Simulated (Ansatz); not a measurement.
**A computed series for SnTe: pressure series**

Start from SnTe in the rock salt structure (space group Fm-3m, No. 225; a = 6.370 Å).

Cell and atoms are relaxed at each pressure.

All numbers come from r2SCAN (Ansatz, a quantum-chemistry and plane-wave program), spin-orbit coupling left out.

```csv
pressure (GPa),volume per atom (Å³/atom)
-2,33.989
-1,33.093
0,32.304
0.9,31.685
2.1,30.932
9,27.864
15,26.081
22.5,?
30,23.159
```

Problem. Fit the third-order Birch–Murnaghan form P(V) = (3B₀/2)[(V₀/V)^(7/3) − (V₀/V)^(5/3)]·[1 + (3/4)(B₀′ − 4)((V₀/V)^(2/3) − 1)] (squares taken in P) to the rows shown and predict the withheld row.

Solution. Least squares on the printed values gives V₀ = 32.312 Å³/atom, B₀ = 44.4 GPa, B₀′ = 4.2; this predicts 24.425 Å³/atom, and the run gives 24.401 Å³/atom, 0.024 lower.

Measured bulk modulus of SnTe: 37.8 GPa (temperature not stated; as listed in Cormac Toher et al., Physical Review Materials (2017)); the computed value is for a static lattice, so the two differ by thermal effects too.

Load acts through the strain it causes; cell and atoms are relaxed under it. Stability against distortions was not tested. Competing high-pressure phases were not computed. The final runs are not spin-polarised.
